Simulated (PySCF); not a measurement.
A self-consistent single point of BP (F-43m, 2 atoms in the cell) with PySCF.

Computed with PBE, Gaussian basis gth-dzvp-molopt-sr, GTH pseudopotentials gth-pbe, FFT density fitting with multigrid run with PySCF.

The change in words: lattice scaled by 0.98. Reference geometry:
```
BP
1.0
    0.00000     2.26607     2.26607
    2.26607     0.00000     2.26607
    2.26607     2.26607     0.00000
B P
1 1
Cartesian
  0.00000   0.00000   0.00000
  1.13304   1.13304   1.13304
```

Reference input (self-consistent single point, DFT PBE, Gaussian basis gth-dzvp-molopt-sr, GTH pseudopotentials gth-pbe, FFT density fitting with multigrid): cell.basis = gth-dzvp-molopt-sr; cell.pseudo = gth-pbe; cell.ke_cutoff = 60 Ha; make_kpts mesh = 10 10 10; mf.xc = PBE; cell.precision = 1e-06; solver class = KRKS; density fitting = multigrid_numint; mf.conv_tol = 1e-08 Ha; mf.max_cycle = 30. This run's input differs from it in these lines:

```diff
@@ -4,8 +4,8 @@
 cell = gto.Cell()
-cell.a = np.array([[0, 2.26607, 2.26607],
-              [2.26607, 0, 2.26607],
-              [2.26607, 2.26607, 0]])
+cell.a = np.array([[0, 2.220749, 2.220749],
+              [2.220749, 0, 2.220749],
+              [2.220749, 2.220749, 0]])
 cell.atom = [
     ('B', (0, 0, 0)),
-    ('P', (1.133035, 1.133035, 1.133035)),
+    ('P', (1.1103745, 1.1103745, 1.1103745)),
 ]
```

The program printed (abridged):

```
init E= -9.48949563773038
  HOMO = 0.359203614717  LUMO = 0.413250870437  gap/eV = 1.47070
cycle= 1 E= -9.44497509879743  delta_E= 0.0445  |g|= 4.73  |ddm|= 92.4
  HOMO = 0.379279206794  LUMO = 0.418474356833  gap/eV = 1.06655
cycle= 2 E= -9.44351559354073  delta_E= 0.00146  |g|= 5.06  |ddm|= 22.1
  HOMO = 0.372524978662  LUMO = 0.417149365229  gap/eV = 1.21429
cycle= 3 E= -9.45282793930284  delta_E= -0.00931  |g|= 0.0636  |ddm|= 11.6
  HOMO = 0.371899568387  LUMO = 0.416773053257  gap/eV = 1.22107
cycle= 4 E= -9.45282935892222  delta_E= -1.42e-06  |g|= 0.00442  |ddm|= 0.266
  HOMO = 0.371940698454  LUMO = 0.416778319988  gap/eV = 1.22009
cycle= 5 E= -9.45282936792195  delta_E= -9e-09  |g|= 0.000375  |ddm|= 0.0158
  HOMO = 0.371937980214  LUMO = 0.416777453207  gap/eV = 1.22014
cycle= 6 E= -9.45282936797778  delta_E= -5.58e-11  |g|= 5.28e-06  |ddm|= 0.00096
  HOMO = 0.371937999747  LUMO = 0.41677746589  gap/eV = 1.22014
nelec by numeric integration = 8.000000000000693
Extra cycle  E= -9.4528293679778  delta_E= -1.6e-14  |g|= 4.41e-06  |ddm|= 1.12e-05
converged SCF energy = -9.4528293679778
electrons per cell = 8.000000
highest filled level = 0.371938 Ha, lowest empty level = 0.416777 Ha
```

The run converged in 6 iterations. Against the reference run the free energy goes up by 31.0 meV/atom and the gap on the mesh goes from 1.300 to 1.220 eV.

The starting cell comes from a database of computed structures (which also holds hypothetical and non-ambient phases and stackings), without a prior relaxation at this level. For this run, on top of that: lattice scaled by 0.98. Values carry the incompleteness of an atom-centred basis.

Cost on one core of a shared machine: roughly 3 min.
